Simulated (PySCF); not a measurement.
PySCF 2.14.0, HF/def2-svpd, df: W(O)(Cl)4 ([O]=[W]([Cl])([Cl])([Cl])[Cl]), 6 atoms. The geometry is a generated start, not checked to be a minimum at this level.

- task: energy
- method: hf
- basis: def2-svpd
- two-electron scheme: density fitting
- mol.max_memory: 3000 MB
- mf.max_cycle: 100
- mf.DIIS: CDIIS (default)
- mf.conv_tol: 1e-09 (default)
- effective core potentials: those of the basis set, past Kr
- basis functions: 166

```xyz
6

W      0.1164    -0.0385    -0.0637
O      1.5302    -0.4845    -0.8341
Cl     0.4122    -0.5310     2.1293
Cl    -1.2290     0.7886    -1.6878
Cl    -1.2372    -1.8554    -0.1058
Cl     0.4074     2.1207     0.5622
```

Charge 0 and multiplicity 1 are set for this test and not shown to be the ground state.

With the defaults (mf.diis = true, mf.damp = 0, mf.diis_start_cycle = 1, mf.init_guess = minao, mf.diis_space = 8, mf.diis_damp = 0, newton = off) it converges in 13 Fock builds. One run each on 2 threads, 1 BLAS thread, with these changes:
- mf.diis_space = 3
- mf.init_guess = 1e
- mf.damp = 0.7, mf.diis_start_cycle = 8
- mf.diis_space = 12
- mf.init_guess = atom
- mf.diis = false
- mf.diis_damp = 0.3
- newton = Hessian by the SCF's own integrals
- mf.init_guess = huckel

Name the settings that don't reach the solution of the defaults.

No convergence: mf.diis = false (the run ends without SCF convergence in 100 cycles). The rest reach the solution of the defaults.

```
setting                                      Fock builds             end
-------------------------------------------  -----------  --------------
the defaults                                          13   same solution
mf.diis_space = 12                                    13   same solution
mf.diis_damp = 0.3                                    14   same solution
mf.init_guess = atom                                  14   same solution
mf.init_guess = huckel                                15   same solution
mf.damp = 0.7, mf.diis_start_cycle = 8                18   same solution
mf.diis_space = 3                                     19   same solution
mf.init_guess = 1e                                    20   same solution
newton = Hessian by the SCF's own integrals           33   same solution
mf.diis = false                                      101  no convergence
```

Under newton the count holds the products with the orbital Hessian.
